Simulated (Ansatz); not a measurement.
ZrB2: response to strain

The parent structure is ZrB2 (space group P6/mmm, No. 191; a = 3.171 Å, c = 3.542 Å; relaxed with 0.1 eV smearing). Axes: x lies along a and z along c of the hexagonal cell.

Strains are applied to the cell and any free atomic positions relax.

Computed with Ansatz (a quantum-chemistry and plane-wave program) PBE, without spin-orbit coupling.

Candidates:
(a) uniaxial strain ε_zz = +2.00 %
(b) uniaxial strain ε_zz = −1.50 %
(c) uniaxial strain ε_zz = −2.50 %
(d) uniaxial strain ε_zz = −1.00 %
(e) uniaxial strain ε_zz = +2.50 %

Notes on the quantities. energy relative to the base: free energy F.

**Question.** Order them by energy relative to the base, highest first.

**Answer.** (c) uniaxial strain ε_zz = −2.50 % (+9.1 meV/atom), (e) uniaxial strain ε_zz = +2.50 % (+8.3 meV/atom), (a) uniaxial strain ε_zz = +2.00 % (+5.3 meV/atom), (b) uniaxial strain ε_zz = −1.50 % (+3.2 meV/atom), (d) uniaxial strain ε_zz = −1.00 % (+1.4 meV/atom)

Stability against distortions was not tested. The final runs are not spin-polarised.
